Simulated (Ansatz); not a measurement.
**HfO2 (P4₂/nmc, No. 137, 6 atoms in the cell; start mp-1018721; high-temperature phase)**

The numbers are results of r²SCAN+rVV10 (PAW; Ansatz, an electronic-structure program), not measurements.

Numerical settings: plane-wave cutoff 500 eV, 12×12×8 k mesh (along the axes of the cell as run), Fermi–Dirac smearing 0.05 eV, scalar-relativistic PAW data made under PBE.

Cell (relaxed at this level):

```cif
data_Hf2O4
_chemical_formula_sum 'Hf2 O4'
_space_group_name_H-M_alt 'P42/nmc :1'
_space_group_IT_number 137
_space_group_name_Hall 'P 4n 2n -1n'
_cell_length_a 3.56875
_cell_length_b 3.56875
_cell_length_c 5.17566
_cell_angle_alpha 90.000
_cell_angle_beta 90.000
_cell_angle_gamma 90.000
loop_
_space_group_symop_operation_xyz
  'x, y, z'
  '-y+1/2, x+1/2, z+1/2'
  '-x, -y, z'
  'y+1/2, -x+1/2, z+1/2'
  'x+1/2, -y+1/2, -z+1/2'
  '-y, -x, -z'
  '-x+1/2, y+1/2, -z+1/2'
  'y, x, -z'
  '-x+1/2, -y+1/2, -z+1/2'
  'y, -x, -z'
  'x+1/2, y+1/2, -z+1/2'
  '-y, x, -z'
  '-x, y, z'
  'y+1/2, x+1/2, z+1/2'
  'x, -y, z'
  '-y+1/2, -x+1/2, z+1/2'
loop_
_atom_site_label
_atom_site_type_symbol
_atom_site_symmetry_multiplicity
_atom_site_Wyckoff_symbol
_atom_site_fract_x
_atom_site_fract_y
_atom_site_fract_z
_atom_site_occupancy
Hf1 Hf 2 a 0.00000 0.00000 0.00000 1
O1 O 4 d 0.00000 0.50000 0.19873 1
```

```
Quantity                        Value
--------  ---------------------------
band gap  5.22 eV (on the SCF k mesh)
```

Note: the relaxation could not lower the start's symmetry, so the cell can be a saddle point above a distorted one.

Spin–orbit coupling is not included.

Static lattice: no zero-point or thermal effects.

Cost on a shared machine: very roughly 4 core-minutes.

A start named mp-… is a Materials Project structure, which need not be a measured phase.
